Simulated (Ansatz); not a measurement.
# How a calculation on K2PbF6 (Fm-3m, 9 atoms in the cell) responds to its settings

```
K2PbF6
1.0
    0.00000     4.38292     4.38292
    4.38292     0.00000     4.38292
    4.38292     4.38292     0.00000
K Pb F
2 1 6
Direct
  0.25000   0.25000   0.25000
  0.75000   0.75000   0.75000
  0.00000   0.00000   0.00000
  0.76300   0.23700   0.23700
  0.23700   0.76300   0.76300
  0.23700   0.76300   0.23700
  0.76300   0.23700   0.76300
  0.23700   0.23700   0.76300
  0.76300   0.76300   0.23700
```

Base run A: PBE (Ansatz, a program for electronic structure), self-consistent single point.

Its settings: kpoints.mp_grid.grid = 4 4 4; hamiltonian.xc = pbe; hamiltonian.pseudopotentials = {kind: paw} (the program's default PAW files); scf.occupations.method = gaussian; scf.occupations.width = 0.1 eV.

The starting cell was generated: these elements placed on a structure prototype, without a prior relaxation; it need not be a known phase or ordering of this composition. Its lattice was rescaled by a random factor within 2.5 % of one. Spin-orbit coupling is off. Ansatz's pressure includes its estimate of the finite-basis (Pulay) stress.

Run A gave: pressure (GPa) 1.47; largest force (eV/Å) 0.286; gap on the mesh (eV) 3.787.

Runs:
- B: hamiltonian.xc: pbe → lda [LDA (PW92)]
- C: hamiltonian.xc: pbe → pbesol [PBEsol]
- D: hamiltonian.xc: pbe → rpbe [RPBE]
- E: hamiltonian.xc: pbe → revpbe [revPBE]
- F: hamiltonian.xc: pbe → blyp [BLYP]
- G: hamiltonian.xc: pbe → r2scan [r2SCAN]

What does run E change against A?

The pressure goes from 1.47 to 3.43 GPa, the largest force goes from 0.286 to 0.399 eV/Å and the gap on the mesh goes from 3.787 to 3.872 eV.

What does run G change against A?

The pressure goes from 1.47 to -1.58 GPa, the largest force goes from 0.286 to 0.137 eV/Å and the gap on the mesh goes from 3.787 to 4.311 eV.

What does run B change against A?

The pressure goes from 1.47 to -3.47 GPa, the largest force goes from 0.286 to 0.263 eV/Å and the gap on the mesh goes from 3.787 to 3.642 eV.

```csv
run,pressure (GPa),largest force (eV/Å),gap on the mesh (eV)
A,1.47,0.286,3.787
B,-3.47,0.263,3.642
C,-0.67,0.023,3.749
D,3.81,0.459,3.871
E,3.43,0.399,3.872
F,2.92,0.523,3.748
G,-1.58,0.137,4.311
```

Keys are those of Ansatz 0.2.
